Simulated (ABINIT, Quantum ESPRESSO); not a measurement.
An ABINIT input for a self-consistent single point of NaCl (Fm-3m, 2 atoms in the cell) (DFT, PBE, plane waves, norm-conserving pseudopotentials (PseudoDojo nc-sr-05 PBE standard)):

```
# NaCl, PseudoDojo nc-sr-05 PBE standard
pp_dirpath "./"
pseudos "Na.upf, Cl.upf"
acell 7.3513329298 7.3513329298 7.3513329298
rprim
         0.0000000000    0.7071067812    0.7071067812
         0.7071067812   -0.0000000000    0.7071067812
         0.7071067812    0.7071067812   -0.0000000000
natom 2
ntypat 2
znucl 11 17
typat 1 2
xred
         0.0000000000    0.0000000000    0.0000000000
         0.5000000000    0.5000000000    0.5000000000
ecut 88 Ry
occopt 3
tsmear 0.02 eV
nband 13
kptopt 1
ngkpt 8 8 8
nshiftk 1
shiftk 0 0 0
nstep 100
tolvrs 1.0e-10
prtwf 0
prtden 0
prtvol 1
```

Translate this input to Quantum ESPRESSO.

One input that does it (others would too):

```fortran
&control
 calculation = 'scf'
 prefix = 'NaCl'
 outdir = './tmp/'
 pseudo_dir = './'
 tprnfor = .true.
 tstress = .true.
/
&system
 ibrav = 0
 nat = 2
 ntyp = 2
 ecutwfc = 40
 ecutrho = 200
 occupations = 'smearing'
 smearing = 'fermi-dirac'
 degauss = 0.00147
/
&electrons
 conv_thr = 1.0d-8
 mixing_beta = 0.5
/
ATOMIC_SPECIES
Na    22.9898  na_pbe_v1.5.uspp.F.UPF
Cl    35.4500  cl_pbe_v1.4.uspp.F.UPF
CELL_PARAMETERS angstrom
   0.00000000     2.75075700     2.75075700
   2.75075700     0.00000000     2.75075700
   2.75075700     2.75075700     0.00000000
ATOMIC_POSITIONS angstrom
Na    0.00000000    0.00000000    0.00000000
Cl    2.75075700    2.75075700    2.75075700
K_POINTS automatic
8 8 8  0 0 0
```

Basis settings and potentials, where a program has them, do not carry over. This input uses DFT, PBE, plane waves, GBRV 1.5 ultrasoft (PBE) pseudopotentials. Both were run: pressure 3.17 GPa in ABINIT and 3.28 in Quantum ESPRESSO; gap on the mesh 5.412 eV in ABINIT and 5.407 in Quantum ESPRESSO.

On ABINIT: the starting cell comes from a database of computed structures (which also holds hypothetical and non-ambient phases and stackings), without a prior relaxation at this level. Its lattice was rescaled by a random factor within 2.5 % of one. With a pressure of about 3 GPa the cell is away from its equilibrium volume at this level.

On Quantum ESPRESSO: the starting cell comes from a database of computed structures (which also holds hypothetical and non-ambient phases and stackings), without a prior relaxation at this level. Its lattice was rescaled by a random factor within 2.5 % of one. With a pressure of about 3 GPa the cell is away from its equilibrium volume at this level.
